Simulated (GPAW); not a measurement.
Troubleshooting GPAW: a failed run on YSi2Pd2 (I4/mmm, 5 atoms in the cell). The aim is a self-consistent single point with DFT LDA (Perdew-Wang 92), plane waves, GPAW PAW datasets LDA (gpaw-data 1.0.1).

Cell that was meant: a = 5.7603 Å, b = 5.7603 Å, c = 5.7603 Å, α = 137.90°, β = 137.90°, γ = 61.06°.

Part of the input:

```python
                                [0.616770, 0.616770, 0.000000],
                                [0.383230, 0.383230, 0.000000],
                                [0.750000, 0.250000, 0.500000],
                                [0.250000, 0.750000, 0.500000]])

calc = GPAW(mode=PW(550),
            xc='LDA',
```

Log, with long lists cut:

```
Input parameters:
  convergence: {density: 1e-05}
  kpts: {gamma: True,
         size: (6, 6, 6)}
  maxiter: 150
  mode: {ecut: 550.0,
         name: pw}
  nbands: -13
  occupations: {name: methfessel-paxton,
                order: 0,
                width: 0.1}
  symmetry: {symmorphic: False,
             tolerance: 0.0005}

species:
  Y:
    name: Yttrium
    Z: 39.0
    valence: 11
    core: 28
    charge: 0.0
    file: Y.LDA.gz

    # Using partial waves for Y as LCAO basis

  Si:
    name: Silicon
    Z: 14.0
    valence: 4
    core: 10
    charge: 0.0
    file: Si.LDA.gz

    # Using partial waves for Si as LCAO basis

  Pd:
    name: Palladium
    Z: 46.0
    valence: 16
    core: 30
    charge: 0.0
    file: Pd.LDA.gz

    # Using partial waves for Pd as LCAO basis

Reference energy: -381901.468984  # eV

Spin-paired calculation

Convergence criteria:
 Maximum [total energy] change in last 3 cyles: 0.0005 eV / valence electron
 Maximum integral of absolute [dens]ity change: 1e-05 electrons / valence electron
 Maximum integral of absolute [eigenst]ate change: 4e-08 eV^2 / valence electron
 Maximum number of scf [iter]ations: 150

Traceback (most recent call last):
   [... frames left out ...]
ValueError: K-points can only be used with PBCs!
```

Problem. Read the log: what does the program object to, and what is the fix?

Solution. The fault is periodic boundary conditions left out; here the program stops on it instead of giving results. To fix it, switch periodicity on. The program stopped before any SCF iteration.

The sound input it was made from differs as follows (other fixes are possible):
```diff
-                                [0.250000, 0.750000, 0.500000]])
+                                [0.250000, 0.750000, 0.500000]],
+              pbc=True)
```

With that input, the run converged in 23 iterations: free energy E − TS (from the program's reference atoms) -32.6283 eV; Fermi level (on the code's own zero) 8.89 eV; pressure -6.23 GPa; largest force (vector length) 0.345 eV/Å (DFT LDA (Perdew-Wang 92), plane waves, GPAW PAW datasets LDA (gpaw-data 1.0.1)).

On the sound input: the starting cell comes from a database of computed structures (which also holds hypothetical and non-ambient phases and stackings), without a prior relaxation at this level. Spin polarisation is off. With a pressure of about -6 GPa the cell is away from its equilibrium volume at this level.
